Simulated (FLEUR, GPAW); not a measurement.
A GPAW input for a self-consistent single point of Zn2GeS3 (P3m1, 6 atoms in the cell) (DFT PBEsol, plane waves, GPAW PAW datasets PBEsol (made by gpaw-setup)):

```python
from ase import Atoms
from ase.units import GPa
from gpaw import GPAW, PW, FermiDirac

atoms = Atoms(['Zn', 'Zn', 'Ge', 'S', 'S', 'S'],
              cell=[[3.780860, 0.000000, 0.000000],
                    [-1.890430, 3.274320, 0.000000],
                    [0.000000, 0.000000, 10.322232]],
              scaled_positions=[[0.666667, 0.333333, 0.351540],
                                [0.333333, 0.666667, 0.648200],
                                [0.000000, 0.000000, 0.999980],
                                [0.000000, 0.000000, 0.284680],
                                [0.666667, 0.333333, 0.584460],
                                [0.333333, 0.666667, 0.881140]],
              pbc=True)

calc = GPAW(mode=PW(800),
            xc='PBEsol',
            kpts=(9, 9, 3),
            occupations=FermiDirac(0.0),
            nbands=-8,
            convergence={'bands': -6},
            symmetry={'symmorphic': False, 'tolerance': 0.0005},
            maxiter=120,
            txt='-')

atoms.calc = calc

energy = atoms.get_potential_energy()
print('Energy (eV):', round(energy, 6))
forces = atoms.get_forces()
print('Forces (eV/Ang):')
print(forces.round(5))
stress = atoms.get_stress()
print('Stress (GPa, Voigt):', (stress / GPa).round(4))
```

Q: Translate this input to FLEUR.

A: One input that does it (others would too):

Input of the input generator:

```
Zn2GeS3 crystal
&input film=f /
1.0000000000 0.0000000286 0.0000000000
-0.5000000248 0.8660253895 0.0000000000
0.0000000000 0.0000000000 2.7301284030
7.1447890338
1.0 1.0 1.0

6
30 0.6666666667 0.3333333333 0.3515400000
30 0.3333333333 0.6666666667 0.6482000000
32 0.0000000000 0.0000000000 0.9999800000
16 0.0000000000 0.0000000000 0.2846800000
16 0.6666666667 0.3333333333 0.5844600000
16 0.3333333333 0.6666666667 0.8811400000

&comp jspins=1 /
&exco xctyp='PBEs' /
&kpt div1=9 div2=9 div3=3 /
&end /
```

```xml
<?xml version="1.0" encoding="UTF-8" standalone="no"?>
<fleurInput fleurInputVersion="0.39">
   <comment>
      Zn2GeS3 crystal                                                                                     
   </comment>
   <calculationSetup>
      <cutoffs Kmax="4.1" Gmax="16.4" GmaxXC="16.4" numbands="0"/>
      <scfLoop itmax="80" minDistance="0.00001" maxIterBroyd="99" imix="Anderson" alpha="0.05" precondParam="0.0" spinf="2.0"/>
      <coreElectrons ctail="T" frcor="F" kcrel="0" coretail_lmax="0"/>
      <xcFunctional name="PBEs" relativisticCorrections="F"/>
      <magnetism jspins="1"/>
      <soc l_soc="F" theta="0.0" phi="0.0" spav="F"/>
      <expertModes spex="0" secvar="F"/>
      <geometryOptimization l_f="T" forcealpha="1.0" forcemix="BFGS" epsdisp="0.00001" epsforce="0.00001"/>
      <ldaU l_linMix="F" mixParam="0.05" spinf="1.0"/>
   </calculationSetup>
   <cell>
      <bzIntegration valenceElectrons="56.0" mode="hist" fermiSmearingEnergy="0.0001">
         <kPointListSelection listName="default-1"/>
         <!-- k-points included here -->
         <xi:include xmlns:xi="http://www.w3.org/2001/XInclude" href="kpts.xml"> </xi:include>
      </bzIntegration>
      <!-- symmetry operations included here -->
      <xi:include xmlns:xi="http://www.w3.org/2001/XInclude" href="sym.xml"> </xi:include>
      <bulkLattice scale="1.0">
         <bravaisMatrix>
            <row-1>    7.1447890338000004     0.0000002043409664     0.0000000000000000</row-1>
            <row-2>   -3.5723946940907685     6.1875687058919739     0.0000000000000000</row-2>
            <row-3>    0.0000000000000000     0.0000000000000000    19.5061914746203087</row-3>
         </bravaisMatrix>
      </bulkLattice>
   </cell>
   <atomSpecies>
      <species name="Zinc (Zn)" element="Zn" atomicNumber="30">
         <mtSphere radius="2.48" gridPoints="857" logIncrement="0.015"/>
         <atomicCutoffs lmax="10" lnonsphr="8"/>
         <electronConfig flipSpins="F">
            <coreConfig>(1s1/2) (2s1/2) (2p1/2) (2p3/2) (3s1/2) (3p1/2) (3p3/2)</coreConfig>
            <valenceConfig>(4s1/2) (3d3/2) (3d5/2)</valenceConfig>
         </electronConfig>
         <energyParameters s="4" p="4" d="3" f="4"/>
      </species>
      <species name="Germanium (Ge)" element="Ge" atomicNumber="32">
         <mtSphere radius="2.68" gridPoints="925" logIncrement="0.014"/>
         <atomicCutoffs lmax="10" lnonsphr="8"/>
         <electronConfig flipSpins="F">
            <coreConfig>(1s1/2) (2s1/2) (2p1/2) (2p3/2) (3s1/2) (3p1/2) (3p3/2)</coreConfig>
            <valenceConfig>(4s1/2) (3d3/2) (3d5/2) (4p1/2) (4p3/2)</valenceConfig>
            <stateOccupation state="(4p1/2)" spinUp="0.3333333333333" spinDown="0.3333333333333"/>
            <stateOccupation state="(4p3/2)" spinUp="0.6666666666667" spinDown="0.6666666666667"/>
         </electronConfig>
         <energyParameters s="4" p="4" d="3" f="4"/>
      </species>
      <species name="Sulfur (S)" element="S" atomicNumber="16">
         <mtSphere radius="1.62" gridPoints="559" logIncrement="0.02"/>
         <atomicCutoffs lmax="6" lnonsphr="4"/>
         <electronConfig flipSpins="F">
            <coreConfig>(1s1/2) (2s1/2) (2p1/2) (2p3/2)</coreConfig>
            <valenceConfig>(3s1/2) (3p1/2) (3p3/2)</valenceConfig>
            <stateOccupation state="(3p1/2)" spinUp="0.6666666666667" spinDown="0.6666666666667"/>
            <stateOccupation state="(3p3/2)" spinUp="1.3333333333333" spinDown="1.3333333333333"/>
         </electronConfig>
         <energyParameters s="3" p="3" d="3" f="4"/>
      </species>
   </atomSpecies>
   <atomGroups>
      <atomGroup species="Zinc (Zn)">
         <relPos label="                   1">-1.000/3.000 1.000/3.000 .3515400000</relPos>
         <force calculate="T" relaxXYZ="TTT"/>
      </atomGroup>
      <atomGroup species="Zinc (Zn)">
         <relPos label="                   2">1.000/3.000 -1.000/3.000 -.3518000000</relPos>
         <force calculate="T" relaxXYZ="TTT"/>
      </atomGroup>
      <atomGroup species="Germanium (Ge)">
         <relPos label="                   3">.0000000000 .0000000000 -.0000200000</relPos>
         <force calculate="T" relaxXYZ="TTT"/>
      </atomGroup>
      <atomGroup species="Sulfur (S)">
         <relPos label="                   4">.0000000000 .0000000000 .2846800000</relPos>
         <force calculate="T" relaxXYZ="TTT"/>
      </atomGroup>
      <atomGroup species="Sulfur (S)">
         <relPos label="                   5">-1.000/3.000 1.000/3.000 -.4155400000</relPos>
         <force calculate="T" relaxXYZ="TTT"/>
      </atomGroup>
      <atomGroup species="Sulfur (S)">
         <relPos label="                   6">1.000/3.000 -1.000/3.000 -.1188600000</relPos>
         <force calculate="T" relaxXYZ="TTT"/>
      </atomGroup>
   </atomGroups>
   <output dos="F" band="F" slice="F">
      <checks vchk="F" cdinf="F"/>
      <bandDOS minEnergy="-.5*Htr" maxEnergy="0.5*Htr" sigma="0.015" storeEVData="T"/>
      <vacuumDOS vacdos="F" integ="F" star="F" nstars="0" locx1="0.0" locy1="0.0" locx2="0.0" locy2="0.0" nstm="0" tworkf="0.0"/>
      <unfoldingBand unfoldBand="F" supercellX="1" supercellY="1" supercellZ="1"/>
      <plotting iplot="0" polar="F">
         <plot TwoD="T" vec1="  1.0  0.0  0.0" vec2="  0.0  1.0  0.0" vec3="  0.0  0.0  1.0" zero="  0.0  0.0  0.0" file="plot"/>
      </plotting>
      <chargeDensitySlicing numkpt="0" minEigenval="0.0" maxEigenval="0.0" nnne="0" pallst="F"/>
      <specialOutput eonly="F"/>
      <magneticCircularDichroism mcd="F" energyLo="-10.0" energyUp="0.0"/>
   </output>
  <!-- We include the file relax.xml here to enable relaxations (see documentation) -->
  <xi:include xmlns:xi="http://www.w3.org/2001/XInclude" href="relax.xml"> <xi:fallback/> </xi:include>
</fleurInput>
```

Basis, cutoffs, solver keys and any potentials are the target program's own. This input uses DFT, PBEsol, all-electron FLAPW (FLEUR), scalar-relativistic valence.

The starting cell comes from a database of computed structures (which also holds hypothetical and non-ambient phases and stackings), without a prior relaxation at this level. For this run, on top of that: lattice scaled by 0.98.
